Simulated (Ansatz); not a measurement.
```yaml
crystal:
  lattice:
    - [2.88431, 0.00000, 0.00000]
    - [-1.44215, 2.49788, 0.00000]
    - [0.00000, 0.00000, 2.78342]
  atoms:
    - { symbol: W, position: [0.00000, 0.00000, 0.00000] }
    - { symbol: C, position: [0.33333, 0.66667, 0.50000] }
```

No spin polarisation.

All numbers come from LDA (Ansatz, an electronic-structure program), scalar-relativistic without spin-orbit coupling. k-mesh 23×23×20 (Γ-centred); smearing 0.1 eV (Fermi–Dirac).

### Question
Predict the band gap.

### Answer
Zero.

### Question
Estimate the pressure (mean of the normal stresses, compression positive).

### Answer
4.9 GPa.

The cells carry an imposed strain or load. Whether these cells are dynamically stable was not tested. All final runs are without spin polarisation. The cell was made from WC (space group P-6m2, No. 187) by this change: uniaxial strain ε_zz = −1.00 %.
